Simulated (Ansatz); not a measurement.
## BeSe (F-43m): band-edge transport data

Given:

```
CELL_PARAMETERS angstrom
      0.00000     2.54399     2.54399
      2.54399     0.00000     2.54399
      2.54399     2.54399     0.00000
ATOMIC_POSITIONS crystal
  Be 0.00000 0.00000 0.00000
  Se 0.25000 0.25000 0.25000
```

Level of theory: PBEsol with spin-orbit coupling, rigid bands (plane waves, PAW; Ansatz, a first-principles code). Condition of this run: hydrostatic pressure 2 GPa (the target of the relaxation). How the cell was made: cell and atoms relaxed with PBEsol, then loaded as said.

```json
{
 "band_gap": "2.27 eV",
 "electron conductivity mass (300 K, dilute)": "0.34 mₑ",
 "hole conductivity mass (300 K, dilute)": "0.55 mₑ",
 "effective density of states N_c (300 K)": "1.8e19 cm⁻³",
 "effective density of states N_v (300 K)": "2.2e19 cm⁻³",
 "density_of_states_mass_electrons": "0.81 mₑ",
 "density_of_states_mass_holes": "0.90 mₑ",
 "Seebeck coefficient, n-type 1e19 cm⁻³, 300 K": "-270 μV/K",
 "best n-type power factor at 300 K for τ = 10 fs (best axis; densities from 1e16 to 1e21 cm⁻³ tried, whether or not they can be reached)": "8.4 μW/(cm·K²) at 1e20 cm⁻³",
 "Seebeck coefficient, p-type 1e19 cm⁻³, 300 K": "287 μV/K",
 "best p-type power factor at 300 K for τ = 10 fs (best axis; densities from 1e16 to 1e21 cm⁻³ tried, whether or not they can be reached)": "7.1 μW/(cm·K²) at 1e20 cm⁻³"
}
```

Rigid bands; masses and Seebeck coefficients take one relaxation time τ for all states and one kind of carrier; polarons and phonon drag are left out.
